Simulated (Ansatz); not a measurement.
The parent structure is MgTe in the zinc blende structure (space group F-43m, No. 216).

```xyz
2
Lattice="0.0000 3.2196 3.2196 3.2196 0.0000 3.2196 3.2196 3.2196 0.0000" Properties=species:S:1:pos:R:3 pbc="T T T"
Mg     0.0000     0.0000     0.0000
Te     1.6098     1.6098     1.6098
```

Calculations: PBEsol/PAW in Ansatz (a quantum-chemistry and plane-wave program), spin-orbit coupling left out.

For the base:

- Width of the top valence band = 1.49 eV
- Pressure = -0.01 GPa

Perturbation: an isotropic linear strain of −1.50 %, atoms relaxed at fixed cell.

Problem. Predict the new width of the top valence band and pressure.

Solution. The width of the top valence band increases by 0.10 eV, from 1.49 eV to 1.59 eV; the pressure increases by 1.80 GPa to 1.79 GPa.

With Te present, leaving out spin-orbit coupling can change the band edges. The levels and masses belong to the bands next to the band gap. Stability against distortions was not tested.
